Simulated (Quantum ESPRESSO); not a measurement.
Worked example: self-consistent single point of LaNi2 (Fd-3m, 6 atoms in the cell) in Quantum ESPRESSO.

Method of the run: PBEsol, GBRV 1.5 ultrasoft (PBESOL) pseudopotentials (plane waves; Quantum ESPRESSO).

The change in words: lattice scaled by 0.98. Reference geometry:
```xyz
6
Lattice="0.0000 3.6531 3.6531 3.6531 0.0000 3.6531 3.6531 3.6531 0.0000" Properties=species:S:1:pos:R:3 pbc="T T T"
La     5.4797     5.4797     5.4797
La     3.6531     3.6531     3.6531
Ni     2.7399     2.7399     0.9133
Ni     2.7399     0.9133     2.7399
Ni     0.9133     0.9133     0.9133
Ni     0.9133     2.7399     2.7399
```

Reference input (self-consistent single point, DFT, PBEsol, plane waves, GBRV 1.5 ultrasoft (PBESOL) pseudopotentials): ecutwfc = 50 Ry; ecutrho = 400 Ry; occupations = smearing; smearing = gauss; degauss = 0.019992 Ry; potentials = {La: la_pbesol_v1.uspp.F.UPF, Ni: ni_pbesol_v1.4.uspp.F.UPF}; K_POINTS = automatic 8 8 8 0 0 0; conv_thr = 1e-11 Ry. This run's input differs from it in these lines:

```diff
@@ -25,8 +25,8 @@
 ATOMIC_POSITIONS bohr
-La   10.355165315   10.355165315   10.355165315
-La    6.903443543    6.903443543    6.903443543
-Ni    5.177582658    5.177582658    1.725860886
-Ni    5.177582658    1.725860886    5.177582658
-Ni    1.725860886    1.725860886    1.725860886
-Ni    1.725860886    5.177582658    5.177582658
+La   10.148061726   10.148061726   10.148061726
+La    6.765374484    6.765374484    6.765374484
+Ni    5.074030863    5.074030863    1.691343621
+Ni    5.074030863    1.691343621    5.074030863
+Ni    1.691343621    1.691343621    1.691343621
+Ni    1.691343621    5.074030863    5.074030863
 K_POINTS automatic
@@ -34,5 +34,5 @@
 CELL_PARAMETERS angstrom
-   0.000000000     3.653145000     3.653145000
-   3.653145000     0.000000000     3.653145000
-   3.653145000     3.653145000     0.000000000
+   0.000000000     3.580082000     3.580082000
+   3.580082000     0.000000000     3.580082000
+   3.580082000     3.580082000     0.000000000
```

Output, abridged:

```
     Self-consistent Calculation

     iteration #  1     ecut=    50.00 Ry     beta= 0.70

     total energy              =   -1307.92331308 Ry
     estimated scf accuracy    <     347.83396391 Ry

     iteration #  2     ecut=    50.00 Ry     beta= 0.70

     total energy              =   -1611.90915020 Ry
     estimated scf accuracy    <     639.56256685 Ry

     iteration #  3     ecut=    50.00 Ry     beta= 0.70

     total energy              =   -1591.51315327 Ry
     estimated scf accuracy    <     172.94732750 Ry

   [... 27 blocks of this kind left out ...]

     iteration # 31     ecut=    50.00 Ry     beta= 0.70

     negative rho (up, down):  8.532E-02 0.000E+00

     total energy              =   -1576.86702168 Ry
     estimated scf accuracy    <          9.4E-11 Ry

     iteration # 32     ecut=    50.00 Ry     beta= 0.70

     negative rho (up, down):  8.532E-02 0.000E+00
     End of self-consistent calculation

     the Fermi energy is    17.9188 ev

!    total energy              =   -1576.86702168 Ry
     estimated scf accuracy    <          4.5E-12 Ry
     smearing contrib. (-TS)   =      -0.00961670 Ry
     internal energy E=F+TS    =   -1576.85740498 Ry

     convergence has been achieved in  32 iterations

     negative rho (up, down):  8.532E-02 0.000E+00

     Forces acting on atoms (cartesian axes, Ry/au):

     atom    1 type  1   force =     0.00000000    0.00000000   -0.00000000
   [... zero for the other atoms too ...]

     Total force =     0.000000     Total SCF correction =     0.000000

     negative rho (up, down):  8.532E-02 0.000E+00
          total   stress  (Ry/bohr**3)                   (kbar)     P=       42.68
   0.00029015  -0.00000000  -0.00000000           42.68       -0.00       -0.00
  -0.00000000   0.00029015  -0.00000000           -0.00       42.68       -0.00
  -0.00000000  -0.00000000   0.00029015           -0.00       -0.00       42.68

   JOB DONE.
```

The run converged in 32 iterations. Against the reference run the free energy goes up by 3.1 meV/atom and the pressure goes from -2.97 to 4.27 GPa. The full log also holds: “c_bands:  2 eigenvalues not converged”.

The starting cell comes from a database of computed structures (which also holds hypothetical and non-ambient phases and stackings), without a prior relaxation at this level. For this run, on top of that: lattice scaled by 0.98. Spin polarisation is off. With a pressure of about 4 GPa the cell is away from its equilibrium volume at this level.

Cost on one core of a shared machine: roughly 8 min.
